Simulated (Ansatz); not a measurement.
Base system: Mo in the bcc (W type) structure (space group Im-3m, No. 229; relaxed with 0.1 eV smearing).

```yaml
crystal:
  lattice:
    - [-1.56498, 1.56498, 1.56498]
    - [1.56498, -1.56498, 1.56498]
    - [1.56498, 1.56498, -1.56498]
  atoms:
    - { symbol: Mo, position: [0.00000, 0.00000, 0.00000] }
```

Level of theory: PBEsol (Ansatz, a first-principles code), no spin-orbit coupling.

Strains are applied to the cell and any free atomic positions relax.

One change was made to it. Results:

The energy goes up by 12 meV/atom; the pressure goes from zero to -7.8 GPa.

Which change produced these results?
A) isotropic strain +1.00 %
B) isotropic strain +0.50 %
C) isotropic strain −2.00 %
D) isotropic strain −1.50 %

A, isotropic strain +1.00 %. For comparison, the energy relative to the base in the other runs: isotropic strain −1.50 % gives +28 meV/atom; isotropic strain +0.50 % gives +3.0 meV/atom; isotropic strain −2.00 % gives +51 meV/atom.

Whether these cells are dynamically stable was not tested. All final runs are without spin polarisation.
